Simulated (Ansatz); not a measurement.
System: interstitial Li in kesterite Cu2ZnSnS4 (charge state +1). All values below come from PBE, PAW (plane waves to 420 eV; Ansatz, a program for electronic structure).

Settings: 64 host sites, the relaxed PBE lattice, one k-point at (0.250, 0.250, 0.250), smearing 0.05 eV, spin-restricted, no image-charge correction. Static, classical nuclei. PBE gaps are too small, and in this host the defect's levels may merge with the bands. The charge state is imposed; whether it is stable for some Fermi level was not computed. Sites that were not tried may lie lower.

Barriers: single points on a 2×2×2 k-point mesh shifted by half a step at the bands' geometries.

Relaxed starting cell (atoms counted from 1):

```
CELL_PARAMETERS angstrom
     10.93799     0.00000     0.00000
      0.00000    10.93799     0.00000
      0.00000     0.00000    10.93043
ATOMIC_POSITIONS crystal
  Cu 0.99842 0.99833 0.99936
  Cu 0.99938 0.50111 0.99911
  Cu 0.49872 0.99692 0.99886
  Cu 0.49931 0.50353 0.99941
  Cu 0.99926 0.24824 0.25179
  Cu 0.00017 0.74930 0.24951
  Cu 0.50027 0.24945 0.25452
  Cu 0.49980 0.74919 0.25007
  Zn 0.24966 0.99924 0.25102
  Zn 0.25276 0.50392 0.25413
  Zn 0.74609 0.99580 0.25457
  Zn 0.75064 0.50185 0.25123
  Sn 0.26579 0.24960 0.99989
  Sn 0.24653 0.74932 0.00020
  Sn 0.73146 0.24910 0.00038
  Sn 0.75077 0.74912 0.00004
  S  0.12403 0.37744 0.12827
  S  0.11651 0.88098 0.13026
  S  0.61241 0.38380 0.13388
  S  0.61796 0.87838 0.12917
  S  0.12884 0.13269 0.37141
  S  0.12905 0.63454 0.37220
  S  0.62965 0.13251 0.37378
  S  0.62911 0.63396 0.37206
  S  0.38882 0.11902 0.13364
  S  0.38219 0.62337 0.12975
  S  0.87647 0.12398 0.12889
  S  0.88440 0.62120 0.13031
  S  0.36989 0.36699 0.37223
  S  0.37036 0.86599 0.37026
  S  0.87090 0.36713 0.36964
  S  0.87053 0.86508 0.37054
  Cu 0.24743 0.24970 0.49881
  Cu 0.24904 0.75052 0.49991
  Cu 0.75058 0.24988 0.49850
  Cu 0.74878 0.74947 0.49995
  Cu 0.25051 0.99787 0.74995
  Cu 0.25046 0.50021 0.74932
  Cu 0.74891 0.99739 0.74918
  Cu 0.74854 0.50092 0.74905
  Zn 0.99927 0.25062 0.74127
  Zn 0.99980 0.75007 0.74959
  Zn 0.49978 0.25038 0.74457
  Zn 0.49945 0.75015 0.75039
  Sn 0.99915 0.99814 0.49938
  Sn 0.99873 0.50058 0.49932
  Sn 0.49750 0.99879 0.50061
  Sn 0.49965 0.50035 0.50041
  S  0.36512 0.12971 0.62922
  S  0.36767 0.63007 0.62972
  S  0.86656 0.12794 0.62891
  S  0.86736 0.62935 0.63012
  S  0.38410 0.38668 0.86849
  S  0.37740 0.88203 0.87236
  S  0.87620 0.37881 0.87501
  S  0.87937 0.88356 0.87112
  S  0.13350 0.37341 0.62918
  S  0.13310 0.87225 0.63049
  S  0.63482 0.37182 0.62851
  S  0.63229 0.87126 0.62967
  S  0.12245 0.12147 0.87336
  S  0.11989 0.61574 0.86943
  S  0.61562 0.11290 0.86595
  S  0.62161 0.61749 0.87035
  Li 0.99902 0.24944 0.00282
```
Cell charge +1.

End state 1 differs by these moves (Å; atoms that move under 0.08 Å are left out):

| atom | element | Δx | Δy | Δz |
|---|---|---|---|---|
| 2 | Cu | 0.10 | 0.09 | -0.08 |
| 5 | Cu | 0.10 | -0.10 | 0.06 |
| 11 | Zn | 0.05 | 0.06 | -0.05 |
| 12 | Zn | -0.13 | 0.09 | 0.09 |
| 13 | Sn | -0.17 | -0.04 | -0.03 |
| 15 | Sn | 0.08 | -0.10 | -0.10 |
| 19 | S | 0.10 | -0.05 | -0.05 |
| 21 | S | 0.06 | -0.04 | 0.05 |
| 24 | S | -0.05 | 0.06 | 0.05 |
| 41 | Zn | 0.00 | 0.00 | 0.10 |
| 61 | S | -0.03 | -0.07 | -0.05 |
| 62 | S | 0.05 | 0.05 | -0.06 |
| 65 | Li | -1.12 | 1.51 | 1.47 |

Problem. Predict the forward and backward barriers to end state 1 from PBE, PAW.

Solution. forward 0.44 eV, backward 0.19 eV; at the saddle point atom 65 has neighbours Cu at 2.46, Cu at 2.52; S at 2.22, S at 2.36, S at 2.46; Sn at 2.78 Å. The saddle point's order was not checked.

End state 2 differs by these moves (Å; atoms that move under 0.08 Å are left out):

| atom | element | Δx | Δy | Δz |
|---|---|---|---|---|
| 1 | Cu | -0.11 | -0.10 | -0.08 |
| 5 | Cu | -0.09 | 0.12 | 0.06 |
| 9 | Zn | 0.13 | -0.09 | 0.10 |
| 13 | Sn | -0.07 | 0.10 | -0.10 |
| 15 | Sn | 0.18 | 0.04 | -0.03 |
| 25 | S | -0.10 | 0.04 | -0.05 |
| 30 | S | 0.06 | -0.05 | 0.06 |
| 31 | S | -0.06 | 0.04 | 0.06 |
| 41 | Zn | 0.01 | -0.01 | 0.11 |
| 55 | S | 0.04 | 0.06 | -0.04 |
| 56 | S | -0.06 | -0.05 | -0.06 |
| 63 | S | 0.04 | 0.05 | 0.05 |
| 65 | Li | 1.14 | -1.50 | 1.46 |

Problem. What forward and backward barriers to end state 2 does PBE, PAW give?

Solution. forward 0.43 eV, backward 0.18 eV; at the saddle point atom 65 has neighbours Cu at 2.49, Cu at 2.52; S at 2.26, S at 2.33, S at 2.45; Sn at 2.73 Å. The saddle point's order was not checked.
